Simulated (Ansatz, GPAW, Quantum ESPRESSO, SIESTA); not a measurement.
# Code comparison for ScCu₃ (I4/mmm, 4 atoms in the cell)

Self-consistent single point.

```
CELL_PARAMETERS angstrom
     -1.90439     1.90439     3.61919
      1.90439    -1.90439     3.61919
      1.90439     1.90439    -3.61919
ATOMIC_POSITIONS crystal
  Sc 0.00000 0.00000 0.00000
  Cu 0.75000 0.25000 0.50000
  Cu 0.25000 0.75000 0.50000
  Cu 0.50000 0.50000 0.00000
```

All programs got the same cell, k-point mesh and kind of occupations (in Ansatz's words: kpoints.mp_grid.grid = 10 10 10; scf.occupations.method = fermi_dirac; scf.occupations.width = 0.136 eV); potentials, basis and cutoffs are each program's usual ones.

```csv
code,model,pressure (GPa),k-points,cutoff
GPAW,"PBEsol, GPAW PAW datasets PBEsol (made by gpaw-setup)",5.79,102,850 eV
SIESTA,"GGA PBEsol, numerical atomic orbitals DZP, PseudoDojo PBEsol standard norm-conserving potentials (rewritten from UPF to PSML)",2.49,560,grid 400 Ry
Quantum ESPRESSO,"PBEsol, PSlibrary PAW (PBE) pseudopotentials",4.29,102,55 Ry
Ansatz,"PBEsol, PAW files made with PBE",4.97,102,420 eV
```

The spread over the programs that give each value: pressure within 3.30 GPa.

The starting cell comes from a database of computed structures (which also holds hypothetical and non-ambient phases and stackings), without a prior relaxation at this level. Its lattice was rescaled by a random factor within 2.5 % of one. On Ansatz's run: Spin polarisation is off. In the base run, with a pressure of about 5 GPa the cell is away from its equilibrium volume at this level.

Problem. Why do the programs differ, and what cannot be compared?

Solution. Differences of this kind can come from the potentials, where these differ, and from what each basis and cutoff leave unconverged. The valence holds different numbers of electrons (GPAW 44, SIESTA 68, Quantum ESPRESSO 44, Ansatz (a first-principles code) 68). The zero of total energies and Fermi levels follows the potentials and each program's conventions, so they are not compared here. SIESTA uses small atom-centred bases, whose incompleteness enters pressures, forces and empty levels differently from a plane-wave cutoff. Ansatz's pressure is given at a fixed set of plane waves, as the other plane-wave codes print theirs; with its correction for the finite basis it is 5.04 GPa. The programs reduce the same mesh by symmetry to different extents, which changes the work and not the result. In the pressure, SIESTA (by 2.49) lies more than 1 GPa from the median of the plane-wave programs.

Left out of this page: ABINIT (stopped by limits of time or memory); Elk and FLEUR (not drawn, or without a comparable value).

Keys are those of Ansatz 0.2.
